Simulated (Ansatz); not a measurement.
# BAs in the zinc blende structure (space group F-43m, No. 216)

Space group F-43m (No. 216); a = b = c = 4.8093 Å, α = β = γ = 90.00°

```
atom  site  symmetry       x       y       z
----  ----  --------  ------  ------  ------
B       4a      -43m  0.0000  0.0000  0.0000
As      4d      -43m  0.7500  0.7500  0.7500
```
(The calculation used a cell of 2 atoms; values per cell refer to that cell.)

The values are results of DFT with PBE, PAW potentials and a 420 eV plane-wave cutoff in Ansatz (a program for electronic structure), spin-orbit coupling left out, not measurements. Γ-centred 12×12×12 mesh, Fermi–Dirac width 0.05 eV.

The volume per atom comes out as 13.90 Å³, the density is 5.12 g/cm³ and the band gap is 1.21 eV, indirect, Γ → Γ–X (82 % along). The electron mass is 1.1 mₑ along k, 0.22 mₑ across and the hole mass (degenerate bands, along [100]) comes out as 0.21, 0.24, 0.24 mₑ. The lowest conduction-band minima above the VBM is a point along ⟨100⟩, about 1.1 Å⁻¹ from Γ 1.21 eV; L along ⟨111⟩ 2.57 eV. The total energy is -2506.053 eV/atom (σ→0; compares only within this code and set-up).

Masses are band curvatures over ±0.01 Å⁻¹ around the edge. Along k means along the line from Γ to the band edge. Stability against distortions was not tested.
